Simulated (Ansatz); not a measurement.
**Parameter sweep on Ta (Im-3m, 1 atom in the cell)**

```
Ta
1.0
   -1.68108     1.68108     1.68108
    1.68108    -1.68108     1.68108
    1.68108     1.68108    -1.68108
Ta
1
Cartesian
  0.00000   0.00000   0.00000
```

Base run A: PBEsol, PAW files made with PBE in Ansatz (an electronic-structure program), self-consistent single point.

Its settings: basis.ecutwfc = 420 eV; kpoints.mp_grid.grid = 18 18 18; kpoints.mp_grid.shift = 0.5 0.5 0.5; hamiltonian.xc = pbesol; hamiltonian.pseudopotentials = {kind: paw} (the program's default PAW files); scf.occupations.method = gaussian; scf.occupations.width = 0.05 eV.

The starting cell comes from a database of computed structures (which also holds hypothetical and non-ambient phases and stackings), without a prior relaxation at this level. Its lattice was rescaled by a random factor within 2.5 % of one. Spin polarisation is off. In the base run, with a pressure of about -13 GPa the cell is away from its equilibrium volume at this level. Ansatz's pressure includes its estimate of the finite-basis (Pulay) stress.

ΔF is the free energy per atom less that of run A. 

```json
[
 {"run": "A", "kpoints.mp_grid.grid, scf.occupations.width": "18 18 18, 0.05 eV", "ΔF (meV/atom)": "0.00", "pressure (GPa)": "-13.24", "TS (meV/atom)": "1.7", "k-points": "190"},
 {"run": "B", "kpoints.mp_grid.grid, scf.occupations.width": "13 13 13, 0.03 eV", "ΔF (meV/atom)": "3.2", "pressure (GPa)": "-13.09", "TS (meV/atom)": "0.7", "k-points": "84"},
 {"run": "C", "kpoints.mp_grid.grid, scf.occupations.width": "13 13 13, 0.1 eV", "ΔF (meV/atom)": "-0.08", "pressure (GPa)": "-13.19", "TS (meV/atom)": "7.2", "k-points": "84"},
 {"run": "D", "kpoints.mp_grid.grid, scf.occupations.width": "13 13 13, 0.3 eV", "ΔF (meV/atom)": "-28.8", "pressure (GPa)": "-12.93", "TS (meV/atom)": "64.4", "k-points": "84"},
 {"run": "E", "kpoints.mp_grid.grid, scf.occupations.width": "15 15 15, 0.03 eV", "ΔF (meV/atom)": "0.91", "pressure (GPa)": "-13.31", "TS (meV/atom)": "0.8", "k-points": "120"},
 {"run": "F", "kpoints.mp_grid.grid, scf.occupations.width": "15 15 15, 0.1 eV", "ΔF (meV/atom)": "-2.7", "pressure (GPa)": "-13.27", "TS (meV/atom)": "7.3", "k-points": "120"},
 {"run": "G", "kpoints.mp_grid.grid, scf.occupations.width": "15 15 15, 0.3 eV", "ΔF (meV/atom)": "-30.6", "pressure (GPa)": "-12.95", "TS (meV/atom)": "62.2", "k-points": "120"},
 {"run": "H", "kpoints.mp_grid.grid, scf.occupations.width": "18 18 18, 0.03 eV", "ΔF (meV/atom)": "0.57", "pressure (GPa)": "-13.25", "TS (meV/atom)": "0.7", "k-points": "190"},
 {"run": "I", "kpoints.mp_grid.grid, scf.occupations.width": "18 18 18, 0.1 eV", "ΔF (meV/atom)": "-2.5", "pressure (GPa)": "-13.18", "TS (meV/atom)": "6.6", "k-points": "190"},
 {"run": "J", "kpoints.mp_grid.grid, scf.occupations.width": "18 18 18, 0.3 eV", "ΔF (meV/atom)": "-30.0", "pressure (GPa)": "-12.92", "TS (meV/atom)": "62.6", "k-points": "190"},
 {"run": "K", "kpoints.mp_grid.grid, scf.occupations.width": "22 22 22, 0.03 eV", "ΔF (meV/atom)": "2.3", "pressure (GPa)": "-13.34", "TS (meV/atom)": "1.0", "k-points": "322"},
 {"run": "L", "kpoints.mp_grid.grid, scf.occupations.width": "22 22 22, 0.1 eV", "ΔF (meV/atom)": "-1.57", "pressure (GPa)": "-13.28", "TS (meV/atom)": "7.5", "k-points": "322"},
 {"run": "M", "kpoints.mp_grid.grid, scf.occupations.width": "22 22 22, 0.3 eV", "ΔF (meV/atom)": "-29.9", "pressure (GPa)": "-12.93", "TS (meV/atom)": "63.0", "k-points": "322"}
]
```

Run I against A: The free energy falls by 2.5 meV/atom and the pressure moves little (-13.24 to -13.18 GPa).

Run K against A: The free energy rises by 2.3 meV/atom and the pressure hardly changes (-13.24 to -13.34 GPa).

Run M against A: The free energy drops by 29.9 meV/atom and the pressure goes from -13.24 to -12.93 GPa.

Keys are those of Ansatz 0.2.
